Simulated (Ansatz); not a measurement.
Worked example: self-consistent single point of CaGe2Pd2 (I4mm, 5 atoms in the cell) in Ansatz (a quantum-chemistry and plane-wave program)

Computed with PBEsol, default PAW files made with PBE (plane waves; Ansatz).

Input as run:

Ansatz 0.2 input:
```yaml
# Ca(GePd)2
crystal:
  lattice:
    - [-2.14380700, 2.14380700, 5.03077500]
    - [2.14380700, -2.14380700, 5.03077500]
    - [2.14380700, 2.14380700, -5.03077500]
  atoms:
    - { symbol: Ca, position: [0.00496900, 0.00496900, 0.00000000] }
    - { symbol: Ge, position: [0.37621000, 0.37621000, 0.00000000] }
    - { symbol: Ge, position: [0.62379000, 0.62379000, 0.00000000] }
    - { symbol: Pd, position: [0.75000000, 0.25000000, 0.50000000] }
    - { symbol: Pd, position: [0.25000000, 0.75000000, 0.50000000] }
basis:
  ecutwfc: 420.0
kpoints:
  mp_grid: { grid: [9, 9, 9] }
hamiltonian:
  xc: pbesol
  pseudopotentials: { kind: paw }
scf:
  occupations: { method: gaussian, width: 0.1 }
output:
  forces: true
  eigenvalues: true
  stress: true
```

Output, abridged:

```
WARN ansatz: RAYON_NUM_THREADS=1 ignored (pool sized by the plan → 1); use --threads N
Pseudopotentials: kind: paw
Pseudopotential: Ca, paw, valence charge 10
Pseudopotential: Ge, paw, valence charge 14
Pseudopotential: Pd, paw, valence charge 18
Crystal: 5 atoms, lattice volume = 92.484 Å³
Basis set: ecut = 420 eV, 1785 PW (Γ), exchange–correlation on 80×80×80 points (8 copies of the dense FFT grid, shifted against one another)
Bands: 45, of which v1, the nominal top of the filled ones, is band 37 counted from 1 (36 counted from 0)
Symmetry: 8 space group operations
Space group: I4mm (ITA 107), of the structure as read, at distance tolerance 4.5e-5 Å
k-points: 75 of 729 (time reversal used)
PAW frozen core: Ca, regenerated for the run's functional, and the local potential with it
PAW frozen core: Ge, regenerated for the run's functional, and the local potential with it
PAW frozen core: Pd, regenerated for the run's functional, and the local potential with it
Initial density: superposition of atomic densities (neutral atoms: chi_scale 0, normalization atom), corrected by the library's trained network
Initial wavefunctions: pseudopotential atomic-orbital guess
Eigensolver: davidson
Functional: x = pbesol(κ = 0.804, μ = 0.12345679012345678), c = pbesol(β = 0.046)
SCF iter   1: F=—  HF=-24117.763837 eV  |F-HF|=—  |Δ(HF+E_count)|=         —  Δρ=6.33e-3  dr2=3.87e-2  ethr=1.77e-3  ⟨swp⟩=7.3  Hψ=13720  notcnv=0  defer=26
all-band conjugate gradients solve this SCF's bands
preconditioner: auto → Kerker (q_TF=auto, 2.629 Å⁻¹)
SCF iter   2: F=—  HF=-24117.756781 eV  |F-HF|=—  |Δ(HF+E_count)|=   7.06e-3  Δρ=2.67e-3  dr2=9.12e-3  ethr=5.23e-5  ⟨swp⟩=2.7  Hψ=6549  notcnv=0  defer=33
SCF iter   3: F=—  HF=-24117.755254 eV  |F-HF|=—  |Δ(HF+E_count)|=   1.53e-3  Δρ=6.58e-4  dr2=4.85e-4  ethr=1.23e-5  ⟨swp⟩=2.0  Hψ=4073  notcnv=0  defer=33
SCF iter   4: F=—  HF=-24117.755182 eV  |F-HF|=—  |Δ(HF+E_count)|=   7.23e-5  Δρ=2.78e-4  dr2=1.67e-4  ethr=6.55e-7  ⟨swp⟩=2.8  Hψ=6442  notcnv=0  defer=33
SCF iter   5: F=—  HF=-24117.755153 eV  |F-HF|=—  |Δ(HF+E_count)|=   2.89e-5  Δρ=1.16e-4  dr2=3.49e-5  ethr=2.26e-7  ⟨swp⟩=2.0  Hψ=4628  notcnv=0  defer=33
SCF iter   6: F=—  HF=-24117.755130 eV  |F-HF|=—  |Δ(HF+E_count)|=   2.33e-5  Δρ=4.65e-5  dr2=2.63e-6  ethr=4.71e-8  ⟨swp⟩=2.0  Hψ=4346  notcnv=0  defer=33
SCF iter   7: F=—  HF=-24117.755129 eV  |F-HF|=—  |Δ(HF+E_count)|=   7.23e-7  Δρ=1.47e-5  dr2=4.70e-7  ethr=3.55e-9  ⟨swp⟩=2.0  Hψ=5322  notcnv=0  defer=33
SCF iter   8: F=-24117.755129 eV  HF=-24117.755129 eV  |F-HF|=3.33e-8  |Δ(HF+E_count)|=   1.05e-7  Δρ=4.11e-6  dr2=4.41e-8  ethr=1.35e-10  ⟨swp⟩=8.3  Hψ=13637  notcnv=0
SCF 1 converged in 8 iterations: F = -24117.755129 eV  dr2 = 4.41e-8
SCF converged after 8 iterations
Free energy (F): -24117.755129 eV
Harris-Foulkes:  -24117.755129 eV  (|F-HF|=3.33e-8)
Internal energy: -24117.739742 eV  (E = F + TS)
E sigma→0 (E₀):  -24117.747435 eV
Entropy (-TS):   -0.015387 eV (-3.077 meV/atom)
Fermi energy:    13.258462 eV
--- Per-component energies (eV) ---
  E_band       = -785.133446
  E_kinetic    = 1531.997583
  E_local      = -10241.146316  (includes V_loc(G=0)·N_el)
  E_nonlocal   = 1342.645161
  E_hartree    = 4329.560871
  E_xc         = -623.735759
  E_vxc        = -725.635082  (∫ρ·V_xc dr)
  E_paw        = -12165.589326  (= ΣΔE_a)
  E_vpaw       = -1352.125976  (= ΣTr[D̂ρ^β])
  E_aug_tail   = 0.000960  (compensation charges beyond the density's cutoff)
  E_ewald      = -8294.032630
  E_core_change = 2.559715  (= ΣΔE_core)
  E_smearing   = -0.015387  (= −TS)
  E_closure    = 0.000000  (closes the sum)
  Σ components = -24117.755129   (vs F -24117.755129, Δ=0.00e0)
--- Forces (eV/Å), atoms counted from 1 ---
  atom   1  Ca    -0.00000000    -0.00000000    -0.16345527
  atom   2  Ge    -0.00000000     0.00000000    -0.01654848
  atom   3  Ge     0.00000000     0.00000000     0.07387587
  atom   4  Pd     0.00000000    -0.00000000     0.05304932
  atom   5  Pd    -0.00000000     0.00000000     0.05304932
  max |Σ_I F_I| component: 2.93e-5 eV/Å
--- Stress (GPa, compression-positive) ---
       -0.770872      -0.000000      -0.000000
       -0.000000      -0.770872      -0.000000
       -0.000000       0.000000      -0.062302
  P = ⅓ Tr σ = -0.5347 GPa (-5.347 kbar)
  The stress holds the Pulay correction. Without it, at fixed plane waves, as pw.x and ABINIT print it: P = -0.5665 GPa
--- Band table (eV; the first three rows and the last of 75) ---
  k-point 0: bands = ["-71.5348", "-71.5251", "-37.3436", "-37.3436", "-37.2793", "-37.2725", "-37.2725", "-37.2648", "-27.4265", "-11.2690", "-11.1953", "-11.1953", "-11.1380", "-11.1303", "-11.1240", "-11.1164", "-11.1164", "-11.1082", "-11.0645", [...]
  k-point 1: bands = ["-71.5342", "-71.5257", "-37.3446", "-37.3346", "-37.2818", "-37.2784", "-37.2717", "-37.2656", "-27.4261", "-11.2690", "-11.1959", "-11.1957", "-11.1378", "-11.1299", "-11.1241", "-11.1170", "-11.1166", "-11.1086", "-11.0642", [...]
  k-point 2: bands = ["-71.5328", "-71.5271", "-37.3471", "-37.3117", "-37.3053", "-37.2761", "-37.2698", "-37.2677", "-27.4251", "-11.2690", "-11.1979", "-11.1968", "-11.1373", "-11.1287", "-11.1240", "-11.1187", "-11.1170", "-11.1097", "-11.0635", [...]
  k-point 74: bands = ["-71.5345", "-71.5254", "-37.3416", "-37.3415", "-37.2789", "-37.2748", "-37.2747", "-37.2652", "-27.4260", "-11.2697", "-11.1973", "-11.1968", "-11.1412", "-11.1268", "-11.1193", "-11.1153", "-11.1150", "-11.1130", [...]
```

The run converged in 8 iterations.

The starting cell comes from a database of computed structures (which also holds hypothetical and non-ambient phases and stackings), without a prior relaxation at this level. Its lattice was rescaled by up to half a per cent. One atom was moved a little off its site on purpose. Spin polarisation is off. Ansatz's pressure includes its estimate of the finite-basis (Pulay) stress.
